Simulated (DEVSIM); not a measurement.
Device: Cr/AlN/p-GaAs capacitor, at 400 K.

```
layer (left to right)  material  thickness (nm)  Na (cm⁻³)
---------------------  --------  --------------  ---------
1                           AlN            25.0          -
2                          GaAs            2200     8.3e16
```

Metal gate on the left, work function 4.5 eV. Fixed charge at the semiconductor interface -1.1e11 cm⁻² (in units of +e); no interface traps.

This is a model device: material constants are rounded textbook-type values typed into the input, and sizes, dopings and lifetimes were drawn at random. Values at 300 K; Nc and Nv go as T^1.5, mobilities as T to minus their exponent, the gap by Varshni's rule with the affinity fixed.

```tsv
parameter	AlN	GaAs
gap (eV)	6.1	1.424
affinity (eV)	1.9	4.07
permittivity	8.5	12.9
Nc (cm⁻³)	-	4.7e17
Nv (cm⁻³)	-	9e18
Varshni α (eV/K)	-	0.000541
Varshni β (K)	-	204
```

Model (solved in DEVSIM): 1D Poisson equation in equilibrium, Boltzmann statistics, complete ionisation; no quantum confinement or tunnelling. Metal contacts follow the ideal Schottky-Mott rule: no Fermi-level pinning, no interface dipoles.

The interface trap density was swept, all else fixed.

```csv
interface trap density (cm^-2 eV^-1),flat-band voltage (V),minimum of the low-frequency capacitance (μF/cm²)
0,-0.71,0.0701
1e10,-0.71,0.0711
1e11,-0.72,0.0797
3e11,-0.75,0.0953
1e12,-0.84,0.137
2e12,-0.96,0.174
```

From the first row to the last the flat-band voltage goes from -0.71 to -0.96. From the first row to the last the minimum of the low-frequency capacitance goes from 0.0701 to 0.174.
